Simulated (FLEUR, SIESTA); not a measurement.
A FLEUR input for a self-consistent single point of NaHg3 (Pm-3m, 4 atoms in the cell) (DFT, PBEsol, all-electron FLAPW (FLEUR), scalar-relativistic valence):

Input of the input generator:

```
NaHg3 FLAPW
&input film=f /
4.6406300000 0.0000000000 0.0000000000
0.0000000000 4.6406300000 0.0000000000
0.0000000000 0.0000000000 4.6406300000
1.8897261246
1.0 1.0 1.0

4
11 0.0000000000 0.0000000000 0.0000000000
80 0.0000000000 0.5000000000 0.5000000000
80 0.5000000000 0.0000000000 0.5000000000
80 0.5000000000 0.5000000000 0.0000000000

&comp jspins=1 /
&exco xctyp='PBEs' /
&kpt div1=10 div2=10 div3=10 gamma=t /
&end /
```

```xml
<?xml version="1.0" encoding="UTF-8" standalone="no"?>
<fleurInput fleurInputVersion="0.39">
   <comment>
      NaHg3 FLAPW                                                                                         
   </comment>
   <calculationSetup>
      <cutoffs Kmax="3.8" Gmax="15.2" GmaxXC="15.2" numbands="0"/>
      <scfLoop itmax="80" minDistance="0.00001" maxIterBroyd="40" imix="Anderson" alpha="0.05" precondParam="0.0" spinf="2.0"/>
      <coreElectrons ctail="T" frcor="F" kcrel="0" coretail_lmax="0"/>
      <xcFunctional name="PBEs" relativisticCorrections="F"/>
      <magnetism jspins="1"/>
      <soc l_soc="F" theta="0.0" phi="0.0" spav="F"/>
      <expertModes spex="0" secvar="F"/>
      <geometryOptimization l_f="T" forcealpha="1.0" forcemix="BFGS" epsdisp="0.00001" epsforce="0.00001"/>
      <ldaU l_linMix="F" mixParam="0.05" spinf="1.0"/>
   </calculationSetup>
   <cell>
      <bzIntegration valenceElectrons="63.0" mode="gauss" fermiSmearingEnergy="0.00734986">
         <kPointListSelection listName="default-1"/>
         <!-- k-points included here -->
         <xi:include xmlns:xi="http://www.w3.org/2001/XInclude" href="kpts.xml"> </xi:include>
      </bzIntegration>
      <!-- symmetry operations included here -->
      <xi:include xmlns:xi="http://www.w3.org/2001/XInclude" href="sym.xml"> </xi:include>
      <bulkLattice scale="1.0">
         <bravaisMatrix>
            <row-1>    8.7695197456024978     0.0000000000000000     0.0000000000000000</row-1>
            <row-2>    0.0000000000000000     8.7695197456024978     0.0000000000000000</row-2>
            <row-3>    0.0000000000000000     0.0000000000000000     8.7695197456024978</row-3>
         </bravaisMatrix>
      </bulkLattice>
   </cell>
   <atomSpecies>
      <species name="Sodium (Na)" element="Na" atomicNumber="11">
         <mtSphere radius="2.68" gridPoints="925" logIncrement="0.012"/>
         <atomicCutoffs lmax="10" lnonsphr="8"/>
         <electronConfig flipSpins="F">
            <coreConfig>(1s1/2)</coreConfig>
            <valenceConfig>(2s1/2) (2p1/2) (2p3/2) (3s1/2)</valenceConfig>
            <stateOccupation state="(3s1/2)" spinUp="0.5" spinDown="0.5"/>
         </electronConfig>
         <energyParameters s="3" p="3" d="3" f="4"/>
         <lo type="SCLO" l="0" n="2" eDeriv="0"/>
         <lo type="SCLO" l="1" n="2" eDeriv="0"/>
      </species>
      <species name="Mercury (Hg)" element="Hg" atomicNumber="80">
         <mtSphere radius="2.68" gridPoints="925" logIncrement="0.015"/>
         <atomicCutoffs lmax="10" lnonsphr="8"/>
         <electronConfig flipSpins="F">
            <coreConfig>(1s1/2) (2s1/2) (2p1/2) (2p3/2) (3s1/2) (3p1/2) (3p3/2) (4s1/2) (3d3/2) (3d5/2) (4p1/2) (4p3/2) (5s1/2) (4d3/2) (4d5/2) (4f5/2) (4f7/2)</coreConfig>
            <valenceConfig>(5p1/2) (5p3/2) (6s1/2) (5d3/2) (5d5/2)</valenceConfig>
         </electronConfig>
         <energyParameters s="6" p="6" d="5" f="5"/>
         <lo type="SCLO" l="1" n="5" eDeriv="0"/>
      </species>
   </atomSpecies>
   <atomGroups>
      <atomGroup species="Sodium (Na)">
         <relPos label="                   1">.0000000000 .0000000000 .0000000000</relPos>
         <force calculate="T" relaxXYZ="TTT"/>
      </atomGroup>
      <atomGroup species="Mercury (Hg)">
         <relPos label="                   2">.0000000000 1.000/2.000 1.000/2.000</relPos>
         <relPos label="                   3">1.000/2.000 .0000000000 1.000/2.000</relPos>
         <relPos label="                   4">1.000/2.000 1.000/2.000 .0000000000</relPos>
         <force calculate="T" relaxXYZ="TTT"/>
      </atomGroup>
   </atomGroups>
   <output dos="F" band="F" slice="F">
      <checks vchk="F" cdinf="F"/>
      <bandDOS minEnergy="-.5*Htr" maxEnergy="0.5*Htr" sigma="0.015" storeEVData="T"/>
      <vacuumDOS vacdos="F" integ="F" star="F" nstars="0" locx1="0.0" locy1="0.0" locx2="0.0" locy2="0.0" nstm="0" tworkf="0.0"/>
      <unfoldingBand unfoldBand="F" supercellX="1" supercellY="1" supercellZ="1"/>
      <plotting iplot="0" polar="F">
         <plot TwoD="T" vec1="  1.0  0.0  0.0" vec2="  0.0  1.0  0.0" vec3="  0.0  0.0  1.0" zero="  0.0  0.0  0.0" file="plot"/>
      </plotting>
      <chargeDensitySlicing numkpt="0" minEigenval="0.0" maxEigenval="0.0" nnne="0" pallst="F"/>
      <specialOutput eonly="F"/>
      <magneticCircularDichroism mcd="F" energyLo="-10.0" energyUp="0.0"/>
   </output>
  <!-- We include the file relax.xml here to enable relaxations (see documentation) -->
  <xi:include xmlns:xi="http://www.w3.org/2001/XInclude" href="relax.xml"> <xi:fallback/> </xi:include>
</fleurInput>
```

Task: Write the same calculation as an input for SIESTA.

Result: One input that does it (others would too):

```
# files in the folder: Na.psml Hg.psml (PseudoDojo PBEsol standard)
SystemName  NaHg3
SystemLabel nahg3

NumberOfAtoms                4
NumberOfSpecies              2
%block ChemicalSpeciesLabel
  1 11 Na
  2 80 Hg
%endblock ChemicalSpeciesLabel
LatticeConstant              1.0 Bohr
%block LatticeVectors
     8.769519746    0.000000000    0.000000000
     0.000000000    8.769519746    0.000000000
     0.000000000    0.000000000    8.769519746
%endblock LatticeVectors
AtomicCoordinatesFormat      Bohr
%block AtomicCoordinatesAndAtomicSpecies
     0.000000000    0.000000000    0.000000000  1
     0.000000000    4.384759873    4.384759873  2
     4.384759873    0.000000000    4.384759873  2
     4.384759873    4.384759873    0.000000000  2
%endblock AtomicCoordinatesAndAtomicSpecies

XC.functional                GGA
XC.authors                   PBEsol
PAO.BasisSize                TZP
PAO.EnergyShift              0.005 Ry
MeshCutoff                   400 Ry
%block kgrid.MonkhorstPack
   10   0   0  0.0
    0  10   0  0.0
    0   0  10  0.0
%endblock kgrid.MonkhorstPack
OccupationFunction           MP
OccupationMPOrder            0
ElectronicTemperature        0.2 eV

MaxSCFIterations             150
SCF.Mixer.Method             Broyden
SCF.Mixer.Weight             0.25
SCF.Mixer.History            6
SCF.DM.Tolerance             1.0E-05
Diag.ParallelOverK           true
WriteForces                  true
```

Basis, cutoffs, solver keys and any potentials are the target program's own. This input uses DFT, GGA PBEsol, numerical atomic orbitals TZP, PseudoDojo PBEsol standard norm-conserving potentials (rewritten from UPF to PSML).

The starting cell comes from a database of computed structures (which also holds hypothetical and non-ambient phases and stackings), without a prior relaxation at this level.
